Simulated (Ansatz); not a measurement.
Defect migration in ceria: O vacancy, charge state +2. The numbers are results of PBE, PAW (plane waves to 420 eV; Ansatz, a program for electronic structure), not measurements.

Settings: 96 host sites, the relaxed PBE lattice, one k-point at (0.250, 0.250, 0.250), smearing 0.01 eV, spin-restricted, no image-charge correction. No zero-point or tunnelling terms. Spin-orbit coupling is left out. The charge state is imposed; whether it is stable for some Fermi level was not computed. Forms of the defect that were not tried may lie lower.

Barriers: single points on a 2×2×2 k-point mesh shifted by half a step at the bands' geometries.

The only route run: one O atom jumps into the vacancy from a nearby O site; the atom moves 2.32 Å along (0.00, -0.43, 0.00) of the unit cell; the moving atom starts with neighbours 2 Ce at 2.32, 2 Ce at 2.49; 4 O at 2.76, O at 2.94 Å and ends with 2 Ce at 2.32, 2 Ce at 2.49; 4 O at 2.76, O at 2.94 Å. Its barrier is 0.45 eV. The program found a first-order saddle point. The defect has 6 equivalent sites to jump to, 2.73 Å away. Attempt frequency: take 10 THz as a typical guess.

Task: Estimate the defect's diffusion coefficient at 600 K, how far it wanders in 1 h, and how much an error of 0.1 eV in the barrier would matter.

Result: kT = 0.0517 eV, so each jump happens at Γ = ν exp(−E/kT) = 1.0e13 × exp(−8.70) ≈ 1.7e+09 s⁻¹. For uncorrelated jumps in a cubic host D = z λ² Γ / 6 = 6 × (2.73e-8 cm)² × 1.7e+09 / 6 ≈ 1.3e-06 cm²/s. The root-mean-square distance is √(6Dt) ≈ 0.2 cm. An error of 0.1 eV changes D by a factor exp(0.1/kT) ≈ 6.9, and the distance by its square root. This is the isolated defect's own diffusivity; trapping, its concentration and zero-point motion are left out.
